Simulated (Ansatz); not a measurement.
The starting structures come from a database of crystals and need not be the phases stable at ambient conditions.

 Where the default PAW files enter, the runs use the earlier of Ansatz's two default sets.

The decay constant κ of evanescent states in the gap governs leakage through a thin film.

Consider the following.

```yaml
crystal:
  lattice:
    - [3.85691, 0.00000, 0.00000]
    - [1.92845, 5.96467, 0.04400]
    - [1.92845, 0.59925, 3.28599]
  atoms:
    - { symbol: Cd, position: [0.00000, 0.00000, 0.00000] }
    - { symbol: Cl, position: [0.74867, 0.75398, 0.74867] }
    - { symbol: Cl, position: [0.25133, 0.24602, 0.25133] }
```

Space group of this cell: R-3m. The cell was relaxed by PBE-D3(BJ); by PBEsol its mean pressure is -1.2 GPa.

Transport runs along the normal of the first two printed cell vectors, the (101) plane of the conventional cell.

The gap is the functional's own. No spin-orbit coupling. Mid-gap values are interpolated on the energy grid.

Task: Compute, with PBEsol (Ansatz, an electronic-structure program), the band gap and the smallest decay constant κ at mid-gap.

Result: Gap 3.31 eV on a 10×10×10 mesh; κ = 0.305 1/Å, at the zone centre.
